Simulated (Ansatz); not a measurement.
# ZnO, response to strain

The reference is ZnO in the wurtzite structure (space group P6_3mc, No. 186).

```xyz
4
Lattice="3.1869 0.0000 0.0000 -1.5935 2.7600 0.0000 0.0000 0.0000 5.1526" Properties=species:S:1:pos:R:3 pbc="T T T"
Zn     0.0000     1.8400     0.0092
Zn     1.5935     0.9200     2.5855
O      0.0000     1.8400     1.9590
O      1.5935     0.9200     4.5353
```

Cartesian axes are those of the cell as printed.

Strains are applied to the cell and any free atomic positions relax; under biaxial strain the out-of-plane vector relaxes too.

Method: Ansatz (a program for electronic structure), LDA, PAW, cutoff 420 eV, without spin-orbit coupling.

```json
[
 {"biaxial strain, plane normal [001], relaxed out of plane (%)": "0", "out-of-plane strain (%)": "0.00"},
 {"biaxial strain, plane normal [001], relaxed out of plane (%)": "0.6", "out-of-plane strain (%)": "-0.62"},
 {"biaxial strain, plane normal [001], relaxed out of plane (%)": "1.8", "out-of-plane strain (%)": "?"},
 {"biaxial strain, plane normal [001], relaxed out of plane (%)": "2.4", "out-of-plane strain (%)": "-2.59"},
 {"biaxial strain, plane normal [001], relaxed out of plane (%)": "3", "out-of-plane strain (%)": "-3.28"}
]
```

**Question.** Fit ε⊥ = −νε + γε² (strains in %) to the rows shown and predict the withheld row.

**Answer.** Least squares on the printed values gives ν = 1.02 (the biaxial Poisson response) and γ = -0.024 (largest residual 0.00 %); this predicts -1.92 %, and the run gives -1.92 %, in agreement.

Whether these cells are dynamically stable was not tested.
